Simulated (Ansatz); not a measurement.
Take YN in the rock salt structure (space group Fm-3m, No. 225; a = 4.8562 Å) as the base.

Calculations: PBEsol (Ansatz, a program for electronic structure; PAW; 420 eV plane waves; no spin-orbit coupling).

For the base:

| Property | Value |
|---|---|
| Shortest interatomic distance | 2.428 Å |
| Smallest direct gap | 0.45 eV |
| Gap character | indirect, Γ → X |

One thing is altered: a negative pressure, −1 GPa.

Problem. What happens to the shortest interatomic distance, smallest direct gap, gap character and electron mass?

Solution. The shortest interatomic distance goes up by 0.005 Å (2.428 Å → 2.433 Å); the smallest direct gap increases by 0.02 eV to 0.47 eV; the gap character is still indirect, Γ → X; the electron mass comes out as 1.3 mₑ along k, 0.088 mₑ across (at X).

Load acts through the strain it causes; cell and atoms are relaxed under it. Masses are band curvatures over ±0.01 Å⁻¹ around the edge. Along k means along the line from Γ to the band edge. Whether these cells are dynamically stable was not tested. The zero or small gap of YN can change with the level of theory.
